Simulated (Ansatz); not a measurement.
## Al₂Cu (I4/mcm, No. 140)

Method: PBE-D4 in Ansatz (PAW).

Run with plane-wave cutoff 500 eV, 14×14×14 k mesh, Fermi–Dirac smearing 0.1 eV, no spin polarisation, scalar-relativistic PAW data made under PBE.

Cell: relaxed at this level.

* **volume per atom**: 14.32 Å³/atom
* **lattice constant a**: 5.978 Å
* **lattice parameter c**: 4.809 Å
* **band gap**: zero (no gap)

Computing time: around 60 core-seconds (rough).

Ansatz is a program for electronic structure.
